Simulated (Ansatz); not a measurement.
# A computed series for hypothetical rock salt CrGe: element substitutions

Consider CrGe in the rock salt structure (space group Fm-3m, No. 225; ferromagnetic; a hypothetical phase, not in the database extracts checked).

```xyz
2
Lattice="0.0000 2.5240 2.5240 2.5240 0.0000 2.5240 2.5240 2.5240 0.0000" Properties=species:S:1:pos:R:3 pbc="T T T"
Ge     0.0000     0.0000     0.0000
Cr     2.5240     2.5240     2.5240
```

Each row replaces one element on all its sites; cell and atoms are relaxed.

Computed with r2SCAN (Ansatz, a quantum-chemistry and plane-wave program), no spin-orbit coupling.

```csv
case,shortest interatomic distance,density
base,4.770 bohr,6.44 g/cm³
Cr → Mo,4.831 bohr,8.38 g/cm³
Ge → Pb,5.374 bohr,9.36 g/cm³
Ge → Ni,4.566 bohr,6.51 g/cm³
Cr → Ti,4.889 bohr,5.78 g/cm³
```

Other magnetic orders, which the real material may have, were not ruled out. No phonon test of stability was made. As relaxed here, MoGe, CrPb, CrNi and TiGe are hypothetical phases, not in the database extracts checked. Spin-polarised in the final run: base, CrPb and CrNi; the other runs are not. MoGe has a high density of states at the Fermi level and may be magnetic at this level.
